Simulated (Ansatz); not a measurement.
## A computed series for SiC: response to strain

The parent structure is SiC in the zinc blende structure (space group F-43m, No. 216; a = 4.356 Å).

Strains are applied to the cell and any free atomic positions relax.

All numbers come from plane-wave PAW DFT at the r2SCAN level (Ansatz, a quantum-chemistry and plane-wave program, 500 eV), no spin-orbit coupling.

| isotropic strain (%) | pressure (GPa) |
|---|---|
| 0 | 0.0 |
| 0.5 | -3.3 |
| 1 | -6.4 |
| 1.5 | ? |
| 2 | -12.0 |
| 2.5 | -14.6 |
| 3 | -16.9 |

**Question.** Fit P = P₀ − Bδ + Cδ² with δ = (1 + ε)³ − 1 to the rows shown and predict the withheld row.

**Answer.** Least squares on the printed values gives P₀ = 0.0 GPa, B = 224 GPa, C = 453 GPa (largest residual 0.0 GPa); this predicts -9.3 GPa, and the run gives -9.3 GPa, in agreement.

Whether these cells are dynamically stable was not tested.
